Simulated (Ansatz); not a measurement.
## monolayer ZrS2: band-edge transport data

Data:

```yaml
crystal:
  lattice:
    - [3.61180, 0.00000, 0.00000]
    - [-1.80590, 3.12791, 0.00000]
    - [0.00000, 0.00000, 18.94732]
  atoms:
    - { symbol: Zr, position: [0.00000, 0.00000, 0.50000] }
    - { symbol: S, position: [0.33333, 0.66667, 0.57823] }
    - { symbol: S, position: [0.66667, 0.33333, 0.42177] }
```

These are PBE, rigid bands (plane waves, PAW, scalar-relativistic; Ansatz, a program for electronic structure) values and carry that method's errors. Condition of this run: biaxial strain -2 %. Geometry: cell and atoms relaxed with PBE, then loaded as said.

* **band gap**: 0.96 eV
* **electron conductivity mass (300 K, dilute)**: 0.46 mₑ
* **hole conductivity mass (300 K, dilute)**: 0.32 mₑ
* **effective density of states N_c (300 K)**: 2.3e13 cm⁻²
* **effective density of states N_v (300 K)**: 6.9e12 cm⁻²
* **Seebeck coefficient, n-type 1.9e12 cm⁻², 300 K**: -383 μV/K
* **Seebeck coefficient, p-type 1.9e12 cm⁻², 300 K**: 279 μV/K

Rigid bands; masses and Seebeck coefficients take one relaxation time τ for all states and one kind of carrier; polarons and phonon drag are left out. Spin-orbit coupling is left out; where it splits the top of the valence band, N_v and the p-type Seebeck coefficient come out somewhat high without it.

Model free-standing layer, not matched to a measured one here: monolayer ZrS2.
